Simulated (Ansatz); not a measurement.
Defects in alpha quartz: interstitial Cu, charge +1; interstitial Na, charge +1; interstitial O, charge 0; interstitial Al, charge +3; interstitial Li, charge +1. Calculation: PBE, PAW (plane waves to 420 eV; Ansatz, an electronic-structure program).

Each figure is the lowest single hop between equivalent sites among the routes that converged and passed our checks, counted from the lowest site run. It need not be the barrier to long-range diffusion, and untried routes may lie lower. Climbing-image NEB, static nuclei, fixed cells, no finite-size correction; on the finer meshes named, energies are single points at the band's geometries. Saddle orders were checked for a part of the study's bands only and are not shown. Charge states are imposed.

Question: For which of them does this lowest hop between equivalent sites lie under 0.5 eV?

Answer: interstitial Cu, charge +1 (0.087 eV); interstitial Na, charge +1 (0.11 eV); interstitial Al, charge +3 (0.31 eV); interstitial Li, charge +1 (0.14 eV). The rest lie higher: interstitial O, charge 0 (1.18 eV).
